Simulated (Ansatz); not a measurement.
# FePt: pressure series

Base system: FePt (space group P4/mmm, No. 123; ferromagnetic).

```xyz
2
Lattice="2.7301 0.0000 0.0000 0.0000 2.7301 0.0000 0.0000 0.0000 3.7639" Properties=species:S:1:pos:R:3 pbc="T T T"
Fe     1.3650     1.3650     1.8819
Pt     0.0000     0.0000     0.0000
```

Cell and atoms are relaxed at each pressure.

Method: plane-wave PAW DFT at the PBE level (Ansatz, a quantum-chemistry and plane-wave program, 420 eV), spin-orbit coupling left out.

Notes on the quantities. enthalpy: H = E + PV relative to the base's energy.

```tsv
change	enthalpy	lattice parameter a
base	–	2.730 Å
pressure −2 GPa	-0.18 eV/atom	2.740 Å
pressure −1 GPa	-0.09 eV/atom	2.735 Å
pressure 1.8 GPa	+0.16 eV/atom	2.722 Å
pressure 4.2 GPa	+0.36 eV/atom	2.712 Å
pressure 9 GPa	+0.77 eV/atom	2.694 Å
pressure 18 GPa	+1.52 eV/atom	2.665 Å
pressure 30 GPa	+2.47 eV/atom	2.632 Å
pressure 45 GPa	+3.62 eV/atom	2.597 Å
pressure 60 GPa	+4.73 eV/atom	2.566 Å
```

Other magnetic orders, which the real material may have, were not ruled out. Load acts through the strain it causes; cell and atoms are relaxed under it. No phonon test of stability was made. No other phases were tried under pressure.
